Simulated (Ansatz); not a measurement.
## ZnS: response to strain

The parent structure is ZnS in the zinc blende structure (space group F-43m, No. 216; a = 5.3567 Å). Axes: x, y, z lie along the cube axes.

Strains are applied to the cell and any free atomic positions relax; under biaxial strain the out-of-plane vector relaxes too; under stress the whole cell relaxes.

Calculations: PBEsol (Ansatz, a quantum-chemistry and plane-wave program), spin-orbit coupling left out.

Notes on the quantities. energy relative to the base: free energy F; pressure: mean of the normal stresses, compression positive.

```tsv
case	gap character	space group	energy relative to the base	pressure	band gap
base	direct at Γ	F-43m (No. 216)	0 meV/atom	-0.01 GPa	2.09 eV
biaxial strain −0.83 %, plane normal [001], relaxed out of plane	direct at Γ	I-4m2 (No. 119)	+0.8 meV/atom	0.53 GPa	2.09 eV
biaxial strain +1.12 %, plane normal [001], relaxed out of plane	direct at Γ	I-4m2 (No. 119)	+1.4 meV/atom	-0.68 GPa	1.99 eV
biaxial strain +1.49 %, plane normal [111], relaxed out of plane	direct at Γ	R3m (No. 160)	+4.2 meV/atom	-1.53 GPa	1.91 eV
isotropic strain −5.42 %	indirect, Γ → X	F-43m (No. 216)	+152 meV/atom	19.11 GPa	2.73 eV
uniaxial strain ε_zz = −0.18 %	direct at Γ	I-4m2 (No. 119)	0.0 meV/atom	0.13 GPa	2.09 eV
uniaxial stress, 0.5 GPa tension along x	direct at Γ	I-4m2 (No. 119)	+0.2 meV/atom	–	2.06 eV
tensor shear ε_xy = −1.38 %	direct at Γ	Imm2 (No. 44)	+2.2 meV/atom	0.00 GPa	2.00 eV
tensor shear ε_xz = +0.48 %	direct at Γ	Imm2 (No. 44)	+0.3 meV/atom	-0.01 GPa	2.06 eV
tensor shear ε_xz = −0.79 %	direct at Γ	Imm2 (No. 44)	+0.7 meV/atom	-0.01 GPa	2.04 eV
```

Beyond what the load breaks, stability against distortions was not tested. k-point labels follow each cell's own Brillouin zone.
